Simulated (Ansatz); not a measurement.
Take MgO in the rock salt structure (space group Fm-3m, No. 225) as the base.

```
CELL_PARAMETERS angstrom
      0.00000     2.10706     2.10706
      2.10706     0.00000     2.10706
      2.10706     2.10706     0.00000
ATOMIC_POSITIONS crystal
  O  0.00000 0.00000 0.00000
  Mg 0.50000 0.50000 0.50000
```

Cartesian axes are those of the cell as printed.

Computed with PBEsol (Ansatz, a first-principles code; PAW; 420 eV plane waves; no SOC).

Base values:

| Item | Value |
|---|---|
| Electron mass | 0.34 mₑ (at Γ) |
| Gap character | direct at Γ |

Modification: uniaxial stress, 8 GPa compression along z, with the cell and atoms free to relax against it.

Q: Predict the new mean lateral Poisson ratio.

A: The mean lateral Poisson ratio amounts to 0.25.

Q: What happens to the electron mass?

A: The electron mass becomes 0.36 mₑ along z, 0.34 mₑ across (at Γ) (base: 0.34 mₑ (at Γ)).

Q: Predict the new energy relative to the base.

A: The energy goes up by 6.1 meV/atom.

Q: What does the calculation give for the gap character after the change?

A: The gap character stays direct at Γ.

Load acts through the strain it causes; cell and atoms are relaxed under it. Masses are band curvatures over ±0.01 Å⁻¹ around the edge. Stability under load was not tested beyond the relaxation. k-point labels follow each cell's own Brillouin zone.
